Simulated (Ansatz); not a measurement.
AlB2-type TiB2, treated with PBE-D4 (Ansatz, a program for electronic structure, PAW).

Run with plane-wave cutoff 520 eV, 24×24×18 k mesh (along the axes of the cell as run), Fermi–Dirac smearing 0.05 eV, no spin polarisation, scalar-relativistic PAW data made under PBE.

Response to compression and expansion:

Shape and atoms are relaxed at each volume.

```tsv
V (Å³/atom)	P (GPa)	c (Å)	a (Å)
7.962	11.66	3.117	2.975
8.127	5.55	3.144	2.992
8.293	0.00	3.171	3.010
8.459	-5.03	3.198	3.027
8.625	-9.59	3.224	3.044
```

Note: the bulk modulus comes from volumes at which shape and atoms were relaxed.
